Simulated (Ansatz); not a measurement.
**A computed series for ZnSnP2: pressure series**

Consider ZnSnP$_{2}$ in the chalcopyrite structure (space group I-42d, No. 122; a = 5.702 Å, c = 11.436 Å).

Cell and atoms are relaxed at each pressure.

Level of theory: PBE, PAW, 420 eV (Ansatz, an electronic-structure program; no SOC).

Candidates:
(a) pressure 45 GPa
(b) pressure 4.2 GPa
(c) pressure −1 GPa
(d) pressure 1.8 GPa

Before the change:

The band gap is 0.68 eV.

Q: Order them by band gap, lowest first.

A: (a) pressure 45 GPa (0.49 eV), (c) pressure −1 GPa (0.60 eV), (d) pressure 1.8 GPa (0.81 eV), (b) pressure 4.2 GPa (0.95 eV)

Load acts through the strain it causes; cell and atoms are relaxed under it. Whether these cells are dynamically stable was not tested. Competing high-pressure phases were not computed.
